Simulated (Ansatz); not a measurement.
Start from HfS$_{2}$ in the CdI2 type structure (space group P-3m1, No. 164; layered, stacked along the Cartesian z axis).

```xyz
3
Lattice="3.6057 0.0000 0.0000 -1.8028 3.1226 0.0000 0.0000 0.0000 5.7676" Properties=species:S:1:pos:R:3 pbc="T T T"
Hf     0.0000     0.0000     0.0000
S      0.0000     2.0817     1.4564
S      1.8028     1.0409     4.3112
```

Cartesian axes are those of the cell as printed.

Level of theory: PBE-D3(BJ) (Ansatz, a program for electronic structure), no spin-orbit coupling.

For the base:

* **Pressure**: 0.00 GPa
* **Smallest direct gap**: 1.81 eV
* **Width of the top valence band**: 2.10 eV

Modification: uniaxial strain ε_zz = −0.50 %, all other strain components held at zero, atoms relaxed at fixed cell.

Task: Estimate the effect on the pressure, smallest direct gap and width of the top valence band.

Result: The pressure (mean of the normal stresses, compression positive) goes from zero to 0.11 GPa; the smallest direct gap decreases by 0.02 eV to 1.79 eV; the width of the top valence band increases by 0.03 eV to 2.13 eV.

Spin-orbit coupling, missing from the scalar runs, can matter with Hf. Stability against distortions was not tested.
